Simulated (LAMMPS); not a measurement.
MD of FeAl (CsCl type) at zero pressure, 4394 atoms, as a crystal; each row is its own run.

Computed with classical MD, pair style eam/fs, file AlFe_mm.eam.fs (LAMMPS).

```csv
T (K),enthalpy (eV/atom)
200,-3.9730
700,-3.8405
930,-3.7774
1160,-3.7121
1400,-3.6412
1630,-3.5692
1860,-3.4919
```

Task: Fit a straight line, y = a + b x, to these rows (x is the first column, y the second) and predict the run at x = 300.

Result: Least squares gives a = -4.0402 and b = 0.0002888. At x = 300 the fit predicts -3.9535 eV/atom. The run itself gave -3.9469 ± 0.0001 eV/atom, so the fit is 6.6 meV/atom low.

Caution: the potential EAM-type AlFe_mm.eam.fs is made for dilute Fe in Al.

Caution: with EAM-type AlFe_mm.eam.fs the 0 K volume of this crystal is -6 % off the measured one.

Caution (rows 700; 930; 1160; 1400; 1630; 1860): a run this short can hold a crystal over, or a liquid under, the potential's own melting point, which these runs don't give.
